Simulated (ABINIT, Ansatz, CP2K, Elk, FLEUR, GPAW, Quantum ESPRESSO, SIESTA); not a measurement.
Code comparison for SiC (F-43m, 2 atoms in the cell)

Self-consistent single point.

```
SiC
1.0
    0.00000     2.18000     2.18000
    2.18000     0.00000     2.18000
    2.18000     2.18000     0.00000
Si C
1 1
Direct
  0.00000   0.00000   0.00000
  0.25000   0.25000   0.25000
```

All programs got the same cell, k-point mesh and kind of occupations (in Ansatz's words: kpoints.mp_grid.grid = 10 10 10; scf.occupations.method = fermi_dirac; scf.occupations.width = 0.02 eV); potentials, basis and cutoffs are each program's usual ones.

```
code                                                                                                                                model  pressure (GPa)  gap on the mesh (eV)  k-points           cutoff
----------------  -----------------------------------------------------------------------------------------------------------------------  --------------  --------------------  --------  ---------------
SIESTA            GGA PBE, numerical atomic orbitals DZP, PseudoDojo PBE standard norm-conserving potentials (rewritten from UPF to PSML)            4.52                 1.315       560      grid 300 Ry
GPAW                                                                                         PBE, GPAW PAW datasets PBE (gpaw-data 1.0.1)               –                 1.351        47           900 eV
Ansatz                                                                                                             PBE, default PAW files            2.67                 1.361        47          default
CP2K                                                              PBE, GPW, DZVP-MOLOPT-PBE-GTH basis, GTH-PBE potentials (POTENTIAL_UZH)            2.23                 1.596       504      grid 400 Ry
Elk                                        PBE, all-electron FP-LAPW, Elk's shipped species files, APW+lo basis with extra local orbitals               –                 1.361        73       rgkmax 7.5
Quantum ESPRESSO                                                          PBE, PseudoDojo standard norm-conserving (PBE) pseudopotentials            2.96                 1.364        47            85 Ry
FLEUR                                                                        PBE, all-electron FLAPW (FLEUR), scalar-relativistic valence               –                 1.361        47  Kmax 4.5 1/bohr
ABINIT                                                           PBE, norm-conserving pseudopotentials (PseudoDojo nc-sr-05 PBE standard)            2.92                 1.364        47          1116 eV
```

A dash marks a value that a program does not give, or that is left out as unsure.

Gaps are read on the mesh.

The spread over the programs that give each value: pressure within 2.29 GPa; gap on the mesh within 0.281 eV.

The starting cell has typed, rounded lattice constants, without a prior relaxation at this level.

Question: Why do the programs differ, and what cannot be compared?

Answer: Differences of this kind can come from the potentials, where these differ, and from what each basis and cutoff leave unconverged. The zero of total energies and Fermi levels follows the potentials and each program's conventions, so they are not compared here. SIESTA and CP2K use small atom-centred bases, whose incompleteness enters pressures, forces and empty levels differently from a plane-wave cutoff. Elk and FLEUR treat all electrons, but the usual bases taken here (sphere radii, linearisation, local orbitals, empty states) were not tested for convergence, so the values are no reference for the others. Ansatz's pressure is given at a fixed set of plane waves, as the other plane-wave codes print theirs; with its correction for the finite basis it is 2.96 GPa (the shift of 0.29 GPa shows how far the cutoff is from converged). The pressure of GPAW is left out: its cutoff lies under the one at which its stress was checked. The programs reduce the same mesh by symmetry to different extents, which changes the work and not the result. In the pressure, SIESTA (by 1.60) lies more than 1 GPa from the median of the plane-wave programs. In the gap, CP2K (by 0.234) lies more than 0.12 eV from the median of the plane-wave programs.

Ansatz is an electronic-structure program.

Keys are those of Ansatz 0.2.
